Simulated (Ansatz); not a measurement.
Consider this model of amorphous Si24O49Be.

```
CELL_PARAMETERS angstrom
     10.65967    -0.43344     0.11427
     -0.43344    10.48264     0.05810
      0.11427     0.05810     9.90958
ATOMIC_POSITIONS crystal
  Si 0.15199 0.91280 0.88280
  Si 0.95911 0.06546 0.34270
  Si 0.36287 0.42495 0.00068
  Si 0.24929 0.50402 0.25161
  Si 0.28253 0.55637 0.56283
  Si 0.91087 0.01714 0.82679
  Si 0.34358 0.12215 0.95537
  Si 0.85601 0.09307 0.61623
  Si 0.74978 0.19618 0.97310
  Si 0.60992 0.58591 0.90885
  Si 0.53944 0.76803 0.13793
  Si 0.05662 0.87657 0.29647
  Si 0.00750 0.35967 0.34429
  Si 0.50053 0.74389 0.66307
  Si 0.24206 0.76154 0.10990
  Si 0.36181 0.98233 0.69381
  Si 0.48963 0.39146 0.53717
  Si 0.64750 0.22156 0.68544
  Si 0.47900 0.11774 0.46649
  Si 0.61565 0.65355 0.40964
  Si 0.55573 0.05454 0.16069
  Si 0.90063 0.61281 0.38592
  Si 0.00285 0.47759 0.61578
  Si 0.87823 0.46738 0.90467
  O  0.82619 0.33497 0.98498
  O  0.93511 0.43020 0.75551
  O  0.27592 0.56914 0.39652
  O  0.33457 0.27135 0.98258
  O  0.36356 0.68240 0.61396
  O  0.35857 0.03164 0.53590
  O  0.14405 0.38464 0.26743
  O  0.91747 0.58206 0.54564
  O  0.18104 0.78060 0.96290
  O  0.65083 0.19237 0.84726
  O  0.20603 0.03801 0.96834
  O  0.24894 0.49423 0.93590
  O  0.22192 0.91419 0.73497
  O  0.60048 0.75056 0.53511
  O  0.08307 0.99631 0.40448
  O  0.18532 0.61313 0.15270
  O  0.60477 0.91319 0.13737
  O  0.85378 0.09017 0.95481
  O  0.98637 0.11083 0.70686
  O  0.61700 0.68566 0.03399
  O  0.56036 0.65958 0.77807
  O  0.96232 0.21483 0.29515
  O  0.50571 0.46605 0.94303
  O  0.14436 0.54688 0.63471
  O  0.99949 0.90806 0.87538
  O  0.53447 0.70352 0.28684
  O  0.39224 0.77108 0.09527
  O  0.79192 0.22923 0.62637
  O  0.39203 0.10051 0.79935
  O  0.76110 0.65450 0.35826
  O  0.47096 0.88393 0.71715
  O  0.58109 0.35358 0.65896
  O  0.92383 0.47934 0.30435
  O  0.75171 0.54466 0.88219
  O  0.18946 0.86045 0.21709
  O  0.35645 0.43122 0.60043
  O  0.94514 0.95621 0.22186
  O  0.36794 0.45752 0.16622
  O  0.52157 0.06406 0.32152
  O  0.99119 0.54084 0.98378
  O  0.43188 0.06638 0.07024
  O  0.85135 0.04660 0.46158
  O  0.66791 0.16176 0.11244
  O  0.00155 0.73364 0.34392
  O  0.79396 0.97729 0.72181
  O  0.45595 0.26820 0.44144
  O  0.56133 0.50803 0.44965
  O  0.58209 0.11144 0.58674
  O  0.01862 0.35967 0.50884
  Be 0.13098 0.54503 0.99461
```

Methods: PBE, scalar-relativistic without spin-orbit coupling (Ansatz, a first-principles code); r2SCAN, scalar-relativistic without spin-orbit coupling (Ansatz); HSE06, scalar-relativistic without spin-orbit coupling (Ansatz). Neutral PBE cell, which sets geometry, pressure and energy: sampling: a 2×2×2 Γ-centred mesh; Fermi-Dirac width 0.02 eV; no spin polarisation. Exact exchange is cut at the faces of this 10 Å cell, which leaves hybrid gaps a finite-size error.

A CHGNet melt-quench gave the starting glass, which DFT then relaxed. O atoms were pushed apart under 1.9 Å during the dynamics, to hinder bonds among them. The hot cell started wider than the set density and was brought back towards it in steps. It is the lowest in DFT energy of 2 quenches. It is a model cell: composition and starting density were chosen by hand, and all elements were melted together. No dispersion term was used. Its density started from a set value of 2.20 and ended at 2.20 g/cm³. The simulated quench (nominally 320 K/ps over its main leg) is rapid and tends to freeze in more defects than a deposited or slowly cooled glass has. A cell of this size samples the disorder only roughly. The volume was held where the preparation left it and the shape relaxed.

### Question
Give the pressure and the spacing of the highest filled and lowest empty levels.

### Answer

- Pressure on a 2×2×2 Γ-centred mesh = 0.56 GPa
- Largest force and stress component on that mesh (the relaxation ran on the zone centre alone) = 0.02 eV/Å and 0.6 GPa
- Level gap on a 2×2×2 Γ-centred mesh (PBE) = 5.06 eV
- Level gap at the zone centre (PBE) = 5.06 eV
- Level gap at the zone centre (r2SCAN) = 5.72 eV
- Level gap at the zone centre (HSE06) = 6.84 eV
- Distance between the nearest levels spread over more than a fifth of the atoms or a third of the atoms of their main element (six at least) (PBE, zone centre) = 5.42 eV

### Question
At PBE and the zone centre, how localised are the states just below and above the Fermi level (participation number: the atoms over which a state spreads)?

### Answer
The highest filled state is spread over 4.3 atoms' worth, largest on O36, with weights by element (charge in smoothed Voronoi cells) O 0.95, Si 0.03, Be 0.02. The lowest empty state is spread over 62.0 atoms' worth, largest on O46, with weights by element (charge in smoothed Voronoi cells) O 0.73, Si 0.26, Be 0.01.

At PBE the levels at the filled edge of the gap are localised (band-tail or defect states), and the nearest spread-out levels lie 5.4 eV apart at the zone centre.

Cut-offs for bonds: Si-Si 2.60 Å, Si-O 1.90 Å, Si-Be 2.28 Å, O-O 1.58 Å, O-Be 1.94 Å, Be-Be 2.11 Å. Two cations that share two anions don't count as bonded, nor two that share one unless they lie closer than Si-Si 2.38 Å, Si-Be 2.21 Å, Be-Be 2.05 Å.

Added carriers, by PBE, scalar-relativistic without spin-orbit coupling in Ansatz on the zone centre alone. Charged cells keep the cell fixed and stand in a uniform background, with no image correction, at a width of 0.01 eV; where the count is odd the moment is locked at 1 μB, unless the neutral cell bore moments. Each starts from the undistorted neutral geometry alone. PBE's self-interaction favours spread-out carriers, so it can miss traps that a hybrid finds.

### Question
What happens at PBE when the cell takes an extra electron and the atoms relax?

### Answer
Relaxation lowers the charged cell by 0.02 eV. The largest moves are O46 0.04 Å, O59 0.03 Å, Si13 0.03 Å, O68 0.02 Å. The level that holds the added charge spreads over 62.7 atoms' worth, most on O46 (weight 0.03): a carrier spread over the cell. No bond crosses its cut-off with a change of over 0.15 Å (metal-metal contacts aside). Made neutral again at that geometry, the cell lies +0.02 eV from the neutral start.

### Question
What happens at PBE when the cell takes a hole and the atoms relax?

### Answer
Relaxation lowers the charged cell by 0.09 eV. The largest moves are O64 0.10 Å, Be74 0.09 Å, O65 0.05 Å, O36 0.05 Å. The level that was emptied spreads over 9.8 atoms' worth, most on O64 (weight 0.20): a partly localised carrier. No bond crosses its cut-off with a change of over 0.15 Å (metal-metal contacts aside). Made neutral again at that geometry, the cell lies +0.16 eV from the neutral start.
